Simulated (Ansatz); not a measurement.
Start from Al in the fcc (Cu type) structure (space group Fm-3m, No. 225; relaxed with 0.1 eV smearing).

```
Al
1.0
    0.00000     2.00773     2.00773
    2.00773     0.00000     2.00773
    2.00773     2.00773     0.00000
Al
1
Cartesian
  0.00000   0.00000   0.00000
```

Cartesian axes are those of the cell as printed.

Method: Kohn–Sham DFT with the PBEsol functional, run in Ansatz (a quantum-chemistry and plane-wave program) with PAW and 420 eV plane waves, no spin-orbit coupling.

Strains are applied to the cell and any free atomic positions relax; under biaxial strain the out-of-plane vector relaxes too.

One change was made to it. Results:

```csv
quantity,base,after
shortest interatomic distance,2.839 Å,2.825 Å
"pressure (mean of the normal stresses, compression positive)",0.0 GPa,-1.3 GPa
```

### Question
What was done to the base?
A. biaxial strain +0.42 %, plane normal [111], relaxed out of plane
B. biaxial strain −1.67 %, plane normal [111], relaxed out of plane
C. biaxial strain +1.67 %, plane normal [111], relaxed out of plane
D. biaxial strain −1.25 %, plane normal [111], relaxed out of plane
E. biaxial strain −2.08 %, plane normal [111], relaxed out of plane

### Answer
C, biaxial strain +1.67 %, plane normal [111], relaxed out of plane. For comparison, the pressure in the other runs: biaxial strain −1.25 %, plane normal [111], relaxed out of plane gives 1.1 GPa; biaxial strain −1.67 %, plane normal [111], relaxed out of plane gives 1.6 GPa; biaxial strain +0.42 %, plane normal [111], relaxed out of plane gives -0.3 GPa; biaxial strain −2.08 %, plane normal [111], relaxed out of plane gives 2.1 GPa.

Whether these cells are dynamically stable was not tested.
